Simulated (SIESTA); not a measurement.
Worked example: self-consistent single point of NbH2 (I4mm, 3 atoms in the cell) in SIESTA.

Computed with GGA PBEsol, numerical atomic orbitals DZP, PseudoDojo PBEsol standard norm-conserving potentials (rewritten from UPF to PSML) (SIESTA).

```yaml
crystal:
  lattice:
    - [0.00000, 2.29598, 2.29598]
    - [2.29598, 0.00000, 2.29598]
    - [2.29598, 2.29598, 0.00000]
  atoms:
    - { symbol: Nb, position: [0.01089, 0.01089, 0.98911] }
    - { symbol: H, position: [0.25000, 0.25000, 0.25000] }
    - { symbol: H, position: [0.75000, 0.75000, 0.75000] }
```

Reference input (self-consistent single point, DFT, GGA PBEsol, numerical atomic orbitals DZP, PseudoDojo PBEsol standard norm-conserving potentials (rewritten from UPF to PSML)): XC.functional = GGA; XC.authors = PBEsol; potentials = PseudoDojo PBEsol standard; PAO.BasisSize = DZP; PAO.EnergyShift = 0.01 Ry; MeshCutoff = 400 Ry; kgrid.MonkhorstPack = 6 6 6; OccupationFunction = MP; OccupationMPOrder = 0; ElectronicTemperature = 0.1 eV; MaxSCFIterations = 150; SCF.Mixer.Method = Pulay. This run's input differs from it in these lines:

```diff
@@ -29,5 +29,5 @@
 %block kgrid.MonkhorstPack
-    6   0   0  0.0
-    0   6   0  0.0
-    0   0   6  0.0
+   10   0   0  0.0
+    0  10   0  0.0
+    0   0  10  0.0
 %endblock kgrid.MonkhorstPack
@@ -35,3 +35,3 @@
 OccupationMPOrder            0
-ElectronicTemperature        0.1 eV
+ElectronicTemperature        0.3 eV
```

Log, with long lists cut:

```
        iscf     Eharris(eV)        E_KS(eV)     FreeEng(eV)     dDmax    Ef(eV) dHmax(eV)
   scf:    1    -1713.492763    -1722.948930    -1722.990886  0.715147 -2.264083  8.209481
   scf:    2    -1726.238267    -1724.725987    -1724.766772  0.176921 -2.962360  4.284664
   scf:    3    -1725.742036    -1725.413035    -1725.455662  0.170126 -3.830071  0.144369
   scf:    4    -1725.412247    -1725.413231    -1725.455706  0.013254 -3.786979  0.121982
   scf:    5    -1725.414081    -1725.413713    -1725.456264  0.001795 -3.807863  0.056050
   scf:    6    -1725.413845    -1725.413799    -1725.456369  0.001602 -3.820044  0.006894
   scf:    7    -1725.413795    -1725.413797    -1725.456370  0.000108 -3.820721  0.003705
   scf:    8    -1725.413796    -1725.413796    -1725.456370  0.000114 -3.821500  0.000563
   scf:    9    -1725.413795    -1725.413796    -1725.456370  0.000023 -3.821629  0.000004
mix: Pulay -- inversion failed, > SVD [rank/size] 3 / 7
   scf:   10    -1725.413796    -1725.413796    -1725.456370  0.000000 -3.821628  0.000000
SCF Convergence by DM+H criterion
max |DM_out - DM_in|         :     0.0000001735
max |H_out - H_in|      (eV) :     0.0000001992
SCF cycle converged after 10 iterations

Using DM_out to compute the final energy and forces

siesta: E_KS(eV) =            -1725.4138

siesta: E_KS - E_eggbox =     -1725.4138

siesta: Atomic forces (eV/Ang):
     1   -0.000000   -0.000000   -0.423968
     2   -0.000020   -0.000020    0.207477
     3    0.000020    0.000020    0.207518
   Tot    0.000000    0.000000   -0.008974
   Max    0.423968
   Res    0.171872    sqrt( Sum f_i^2 / 3N )
   Max    0.423968    constrained

Stress tensor Voigt[x,y,z,yz,xz,xy] (kbar):       95.03       95.03       96.74       -0.02       -0.02       -0.02
(Free)E + p*V (eV/cell)    -1726.9008
Target enthalpy (eV/cell)    -1725.4564

   [... lines left out ...]
siesta: FreeEng =     -1725.456370
   [... lines left out ...]
siesta:     0.059314   -0.000015   -0.000015
siesta:    -0.000015    0.059314   -0.000015
siesta:    -0.000015   -0.000015    0.060382

siesta: Cell volume =         24.206723 Ang**3

siesta: Pressure (static):
siesta:                Solid            Molecule  Units
siesta:          -0.00064989         -0.00079171  Ry/Bohr**3
siesta:          -0.05966994         -0.07269178  eV/Ang**3
siesta:         -95.60179119       -116.46507646  kBar
```

The run converged in 10 iterations. Against the reference run the free energy rises by 2.4 meV/atom, the pressure goes from -9.92 to -9.56 GPa and the largest force goes from 0.401 to 0.424 eV/Å.

The starting cell comes from a database of computed structures (which also holds hypothetical and non-ambient phases and stackings), without a prior relaxation at this level. Its lattice was rescaled by up to half a per cent. One atom was moved a little off its site on purpose. Spin polarisation is off. Values carry the incompleteness of an atom-centred basis. With a pressure of about -10 GPa the cell is away from its equilibrium volume at this level.

Cost on one core of a shared machine: roughly 30 s.
